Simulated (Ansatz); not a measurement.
Input:

```xyz
1
Lattice="2.3172 -0.0119 0.0093 -0.0119 2.2885 -0.0276 0.0093 -0.0276 2.3063" Properties=species:S:1:pos:R:3 pbc="T T T"
Ni     0.0000     0.0000     0.0000
```

Spin-polarised, with starting moments of sign Ni+.

Method: PBE (Ansatz, a quantum-chemistry and plane-wave program), spin-orbit coupling left out. k-mesh 28×28×28 (Γ-centred); smearing 0.1 eV (Fermi–Dirac).

Question: Predict the stress and band gap.

Answer: 
* **Stress (xx, yy, zz, yz, xz, xy; compression positive)**: (3.4, 7.9, 5.1, -0.9, 0.3, -0.4) GPa
* **Band gap**: zero

Other magnetic orders, which the real material may have, were not ruled out. The cells carry an imposed strain or load. Whether these cells are dynamically stable was not tested. The cell was made from Ni in the simple cubic structure (space group Pm-3m, No. 221; ferromagnetic; a hypothetical phase, not in the database extracts checked) by this change: strain tensor (xx, yy, zz, yz, xz, xy) = (−0.63, −1.86, −1.10, −1.19, +0.40, −0.51) %.
